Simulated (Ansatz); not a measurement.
SiC, point defects

Take a 16-atom supercell of SiC in the zinc blende structure (space group F-43m, No. 216; a = 4.356 Å) at its relaxed geometry as the base.

One neutral defect a cell, atoms relaxed at fixed cell.

All numbers come from r2SCAN (Ansatz, a program for electronic structure; PAW; 500 eV plane waves; without spin-orbit coupling).

```tsv
variant	largest displacement of a host atom from its site in the perfect cell	pressure
perfect supercell	–	0.0 GPa
Al on a Si site, symmetric start	0.07 Å	4.7 GPa
C on a Si site (antisite)	0.13 Å	-11.5 GPa
Si vacancy, symmetric start	0.17 Å	1.4 GPa
C vacancy	0.01 Å	-0.8 GPa
Si interstitial (started 1.78 Å from the nearest host atom), symmetric start	0.14 Å	14.9 GPa
```

The magnetic state is the one reached from the starting moments; the real material's order can differ, and small cells can't hold many antiferromagnetic ones. In so small a cell the defect repeats every few ångströms: this is an ordered compound, not a dilute defect. A case with no gap was solved on a k-mesh chosen for an insulator, which is coarse for it. Defects with a symmetric start kept the site's symmetry and may sit on a saddle; the others started slightly shaken. Starting moments died away, wholly or in part, for C on a Si site (antisite) and Si interstitial (started 1.78 Å from the nearest host atom); another magnetic solution may exist.
